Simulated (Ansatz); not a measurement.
hcp Y (0 0 1) on cubic ZrO2 (1 1 1) (film strained to the substrate, started from cuts of the bulks and a machine-learned relaxation; slabs O10Zr4 and Y4, which can lie off the formulas)

A periodic stack without vacuum, hcp Y (0 0 1) on cubic ZrO2 (1 1 1) (film strained to the substrate, started from cuts of the bulks and a machine-learned relaxation; slabs O10Zr4 and Y4, which can lie off the formulas): substrate slab O10Zr4, film Y4, surface cells [[0, -1], [1, -1]] and [[0, -1], [1, 0]], film strained by -1.1 and -1.1 %, outermost planes O/O and Y/Y as cut, which need not be the usual terminations and can put a slab off its formula.

The start was prepared with a machine-learned potential, and the result is one local minimum, with the in-plane cell held and forces under 0.04 eV/Å; the film can end far from its bulk form.

Level of theory: PBE (plane waves to 420 eV, PAW; Ansatz, a first-principles code). Scalar-relativistic, without spin–orbit coupling; the runs are not spin-polarised; PBE gaps are too small against experiment. Its k-point mesh 10×10×1, Fermi–Dirac width 0.05 eV.

```
Item                                                                                      Result
-------------------------------------------------------------------------------  ---------------
interface area                                                                           11.3 Å²
period                                                                                   24.29 Å
heights between the nearest atoms of the two slabs at the two interfaces         0.53 and 0.65 Å
O–Y contacts across the interfaces within 1.22 times the sum of covalent radii    7, mean 2.19 Å
Y–Zr contacts across the interfaces within 1.22 times the sum of covalent radii   6, mean 3.70 Å
```

```xyz
18
Lattice="3.6158 -0.0012 0.1119 1.8075 3.1320 0.1026 2.7166 1.6828 24.4156" Properties=species:S:1:pos:R:3 pbc="T T T"
O      2.4789     1.1106     2.1434
O      4.3410     2.1799     0.5605
O      4.1937     2.1096     5.1120
O      2.4328     3.1771     3.6234
O      2.2898     3.1084     8.0388
O      2.3390     1.0437     6.5187
O      2.1961     0.9755    10.9237
O      4.0509     2.0413     9.5570
O      3.8908     1.9662    14.2932
O      2.1486     3.0413    12.4460
Zr     4.2642     2.1433     2.9174
Zr     2.3624     3.1430     5.8042
Zr     2.2669     1.0091     8.7356
Zr     3.9808     2.0087    11.7219
Y      5.6812     0.9132    14.8632
Y      3.7345     1.8964    18.0404
Y      5.4225     0.8050    20.9533
Y      5.2714     2.8292    24.2519
```
